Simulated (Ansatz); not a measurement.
The starting structures come from a database of crystals and need not be the phases stable at ambient conditions.

 Where the default PAW files enter, the runs use the earlier of Ansatz's two default sets.

Tunnelling through a barrier is set by its complex band structure: the current falls as exp(−2κd) with the smallest κ.

Data:

```
CELL_PARAMETERS angstrom
      3.86482     0.00000     0.00000
      0.00000     6.71016     0.00000
      0.00000     2.23333     6.32760
ATOMIC_POSITIONS crystal
  Li 0.50000 0.00000 0.50000
  Li 0.50000 0.50000 0.00000
  Mg 0.00000 0.00000 0.00000
  Br 0.50000 0.76024 0.23976
  Br 0.50000 0.23976 0.76024
  Br 0.00000 0.24349 0.24349
  Br 0.00000 0.75651 0.75651
```

Space group of this cell: Cmmm. The cell is taken as given.

Transport runs along the normal of the first two printed cell vectors.

The gap is the functional's own, uncorrected, and κ follows it; spin-orbit coupling is left out. Mid-gap values are interpolated between the computed energies.

Q: State the band gap and the smallest decay constant κ at mid-gap according to Ansatz (an electronic-structure program) with r2SCAN.

A: Gap 5.40 eV on a 8×6×6 mesh; κ = 0.329 1/Å, at the zone centre.
